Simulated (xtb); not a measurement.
xtb 6.7.1, GFN2-xTB: O=Cc1ccc(-c2ccc(-c3ccc(F)s3)o2)s1, 25 atoms. The geometry is a generated start, not checked to be a minimum at this level.

- method = GFN2-xTB
- --acc = 1 (default)
- --etemp (K) = 300 (default)
- detailed input (--input) = none: ANC optimiser, Lindh (1995) Hessian, microcycle=20, maxdispl=1.0, hlow=0.01 (default)
- basis functions = 91
- valence electrons = 90

```xyz
25

O      4.9233     2.4091    -1.4480
C      5.0745     1.2877    -0.9690
C      4.0315     0.4025    -0.4981
C      4.1700    -0.8587     0.0431
C      2.9112    -1.4331     0.3952
C      1.8485    -0.5956     0.1133
C      0.4473    -0.8419     0.3330
C     -0.1665    -1.9592     0.8713
C     -1.5616    -1.7121     0.8745
C     -1.7560    -0.4517     0.3380
C     -2.9708     0.2852     0.1123
C     -3.0661     1.5535    -0.4356
C     -4.4144     2.0102    -0.5279
C     -5.2864     1.0703    -0.0467
F     -6.6164     1.2536    -0.0208
S     -4.5230    -0.3336     0.5072
O     -0.5287     0.0655     0.0135
S      2.3938     0.8771    -0.5752
H      6.0962     0.8805    -0.8722
H      5.1235    -1.3544     0.1841
H      2.8015    -2.4171     0.8348
H      0.3295    -2.8527     1.2230
H     -2.3341    -2.3806     1.2289
H     -2.2030     2.1269    -0.7556
H     -4.7237     2.9687    -0.9230
```

The structure is relaxed from this start with --opt LEVEL for the levels crude, sloppy, loose, lax, normal, tight, vtight, extreme, once each. Up to the end of the extreme run atoms move by at most 0.17 Å along an axis.

What is the loosest level that ends within 1 meV of the extreme run, and how many cycles does it take?

normal: 13 cycles against 39, ending 0.56 meV above.

```
level    cycles  energy above the extreme run (meV)  gradient norm (eV/Å)
-------  ------  ----------------------------------  --------------------
crude         4                                 4.5                  0.28
sloppy        5                                 2.8                 0.093
loose         6                                 2.2                  0.11
lax           7                                 1.9                 0.074
normal       13                                0.56                 0.023
tight        21                                0.13                0.0039
vtight       35                          under 0.01                0.0012
extreme      39                                   —               0.00084
```
